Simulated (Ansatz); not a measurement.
Start from La₂O₃ (space group P-3m1, No. 164; a = 3.940 Å, c = 6.188 Å).

One thing is altered: the cell is scaled by 1.0084 in all directions; the atoms relax in the strained cell.

Levels (all Ansatz, a quantum-chemistry and plane-wave program, PAW, earlier PAW set): PBE (420 eV, spin-orbit coupling left out); r2SCAN (500 eV, without spin-orbit coupling); HSE06 (420 eV, no SOC); PBE+SOC (600 eV, noncollinear with spin-orbit coupling).

One geometry, relaxed with PBE, under each level:

| level | band gap | lowest conduction level above the VBM at special points | pressure |
|---|---|---|---|
| PBE | 3.79 eV | M 3.79 eV; K 3.80 eV; Γ 4.12 eV; H 4.12 eV | -2.81 GPa |
| r2SCAN | 4.16 eV | M 4.23 eV; K 4.16 eV; Γ 4.59 eV; H 4.53 eV | -4.23 GPa |
| HSE06 | 5.22 eV | M 5.33 eV; K 5.22 eV; Γ 5.85 eV | – |
| PBE+SOC | 3.78 eV | M 3.78 eV; K 3.79 eV; Γ 4.11 eV; H 4.12 eV | – |

Single points use the geometry relaxed with PBE. Their cutoffs differ, which shifts pressures a little. HSE06 gaps are upper bounds (no full band path). The spin-orbit shifts are approximate. Whether these cells are dynamically stable was not tested.
